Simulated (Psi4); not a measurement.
Psi4 1.11, TPSS/def2-svp: W(NH)2(NMe2)(OSiH3) (C[N](C)[W](=[NH])(=[NH])[O][SiH3]), 19 atoms. The geometry is a generated start, not checked to be a minimum at this level.

| Item | Result |
|---|---|
| task | energy |
| method | tpss |
| basis | def2-svp |
| memory | 3 GB |
| maxiter | 100 |
| keys of the molecule block | symmetry c1 |
| scf_type | df (default) |
| guess | auto, which took SAD (default) |
| scf_initial_accelerator | adiis (default) |
| e_convergence | 1e-06 (default) |
| d_convergence | 1e-06 (default) |
| dft_radial_points | 75 (default) |
| dft_spherical_points | 302 (default) |
| effective core potentials | those of the basis set, past Kr |
| basis functions | 189 |
| grid points | 405088 |

```xyz
19

W     -0.2295    -1.0563    -0.4898
N     -0.2975    -2.5467     0.4993
H     -0.4956    -3.4832     0.8597
N     -1.3526    -1.1005    -1.8827
H     -2.0171    -1.3910    -2.6041
N     -0.7885     0.4517     0.6662
C     -1.5160     1.6224     0.1839
C     -0.7904     0.4399     2.1261
H     -2.5478     1.6305     0.5688
H     -1.0243     2.5470     0.5156
H     -1.5455     1.6162    -0.9097
H     -0.2962     1.3385     2.5201
H     -1.8191     0.4207     2.5186
H     -0.2547    -0.4425     2.4886
O      1.6111    -0.6179    -1.0327
Si     3.0329    -0.0001    -1.4272
H      3.3076    -0.3034    -2.8391
H      4.0582    -0.5845    -0.5469
H      2.9648     1.4593    -1.2147
```

Charge 0 and multiplicity 1 are set for this test and not shown to be the ground state.

One run each on 2 threads. Values of diis_max_vecs tried: 3, 6, 10 (default), 20.

**Question.** Predict the course of the SCF iterations along this series.

**Answer.** Fewest SCF iterations, within one of each other: 10 (default) with 13, 20 with 13. The count rises to 18 at 6. The run ends without SCF convergence in 100 iterations at 3.

```csv
diis_max_vecs,SCF iterations,end
3,100,no convergence
6,18,same solution
10 (default),13,same solution
20,13,same solution
```
